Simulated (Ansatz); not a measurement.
Consider this model of amorphous Si₄₀O₂₀.

```xyz
60
Lattice="10.1769 0.0000 0.0000 0.0000 10.1769 0.0000 0.0000 0.0000 10.1769" Properties=species:S:1:pos:R:3 pbc="T T T"
Si     1.6630     0.6811     4.9045
Si     5.3419     5.9464     1.2993
Si     5.0092     9.3999     2.7294
Si     5.6078     2.9218     1.7033
Si     1.2762     4.9141     3.1079
Si     0.7813     0.3641     7.2027
Si     7.2095     2.7569     7.7339
Si     7.3756     7.2077     4.7026
Si     8.7964     1.1663     6.8952
Si     9.4173     8.3158     4.4173
Si     2.9795     6.0815     1.6937
Si     6.3046     0.8541     3.8615
Si     3.1522     1.7368     0.6161
Si     1.7395     5.0786     7.5365
Si     2.2243     4.6792     0.0473
Si     2.6016     2.8140     7.8626
Si    10.0558     1.6307     3.5453
Si     3.3843     9.2019     4.4649
Si     8.3466     8.0882     1.0552
Si     4.0015     9.7038     0.5450
Si     6.5137     7.5741     2.4985
Si     8.8381     7.1993     9.0229
Si     1.4572     3.0202     4.7576
Si     6.0677     0.0983     9.4197
Si     0.1112     7.8095     2.2518
Si     8.4777     0.3160     4.6925
Si     6.0225     2.3480     9.6721
Si     1.5920     6.9820     5.2713
Si     9.3405     3.1478     5.4815
Si     8.5706     9.9907     9.8027
Si     0.0173     2.0744     1.1945
Si     1.9812     8.1219     0.6849
Si     0.3502     8.8704     8.9763
Si     5.4350     1.6417     6.8181
Si    10.0903     4.2528     0.2340
Si     9.4246     5.5552     2.0665
Si     5.4165     8.6920     6.7407
Si     7.5937     4.9204     6.9019
Si     6.5900     6.4883     8.4935
Si     9.6138     5.0885     8.1986
O      5.7908     4.5113     1.9797
O      7.2088     5.7557     5.4824
O      5.4383     7.5653     7.8980
O      2.3243     6.2541     6.5258
O      2.5867     5.5670     8.8769
O      2.9616     3.0695     9.5984
O      6.4288     2.2110     2.9303
O      0.4031     8.0525     5.6444
O      1.5704     1.4791     0.9950
O      2.6453     7.7277     4.2795
O      4.0059     8.9840     6.0140
O      5.8583     5.9589     9.8842
O      1.6457     1.5104     8.0763
O      5.6340    10.1747     7.6007
O      0.8916     5.7631     4.4998
O      3.9549     2.2856     7.1128
O      5.4125     1.2492     5.2272
O      9.0094     1.2115     0.4433
O      6.5641     8.3839     5.6422
O      3.9774     2.5356     1.8224
```

Method: PBE, scalar-relativistic without spin-orbit coupling (plane waves to 420 eV, PAW; Ansatz, a quantum-chemistry and plane-wave program). The usual formal charges leave 120 electrons over, so the level spacing at the Fermi energy parts defect or band states and needn't be the band gap.

It comes from a melt-quench run on a machine-learned potential (CHGNet), relaxed afterwards by DFT. O atoms were pushed apart under 1.9 Å during the dynamics, to hinder bonds among them. The hot cell started wider than the set density and was brought back towards it in steps. It is the lowest in DFT energy of 2 quenches. It is a model cell: composition and starting density were chosen by hand, and all elements were melted together. No dispersion term was used. Its density started from a set value of 2.16 and ended at 2.27 g/cm³. The quench (nominally 290 K/ps over its main leg) was far faster than any real one, so the model tends to hold more defects than a real film. Values belong to this one cell and scatter from quench to quench. The volume was free in the relaxation, at fixed shape. Stress components on the final sampling reach 1.6 GPa. On a 2×2×2 Γ-centred mesh force components of up to 0.35 eV/Å stay, since the relaxation ran on the zone centre alone.

Bonds are counted up to Si-Si 2.60 Å, Si-O 2.04 Å, O-O 1.58 Å. Two cations that share two anions don't count as bonded, nor two that share one unless they lie closer than Si-Si 2.38 Å.

Question: Give the coordination numbers, mean bond lengths and angles.

Answer: 
The mean coordination of Si by anions is 1.05 (20 with 0, 6 with 1, 8 with 2, 4 with 3, 2 with 4); 114 close contacts or bonds to cations besides and the mean coordination of O comes out as 2.10 (18 with 2, 2 with 3). The mean Si-Si bond comes out as 2.403 Å (spread 0.067 Å, 57 counted), the mean Si-O bond is 1.678 Å (spread 0.065 Å, 42 counted) and the bond angle at Si comes out as mean 107.2°, spread 16.5°. The bond angle at O comes out as mean 133.5°, spread 14.4°.

Question: Which atoms depart from the most common coordination of their element?

Answer: Si17 has 5 (Si26 2.35 Å, Si31 2.40 Å, Si23 2.43 Å, Si1 2.44 Å, Si29 2.56 Å); Si27 has 3 (Si24 2.26 Å, Si7 2.31 Å, Si4 2.32 Å); Si29 has 3 (Si23 2.41 Å, Si9 2.49 Å, Si17 2.56 Å); Si32 has 3 (Si25 2.46 Å, Si11 2.49 Å, Si20 2.57 Å; Si33 at 2.60 Å just beyond); Si33 has 3 (Si22 2.38 Å, Si30 2.40 Å, Si6 2.47 Å; Si32 at 2.60 Å just beyond); Si36 has 3 (Si35 2.34 Å, Si5 2.37 Å, Si25 2.42 Å); O46 has 3 (Si16 1.79 Å, Si13 1.80 Å, Si15 1.88 Å); O54 has 3 (Si37 1.73 Å, Si34 1.83 Å, Si24 1.87 Å).
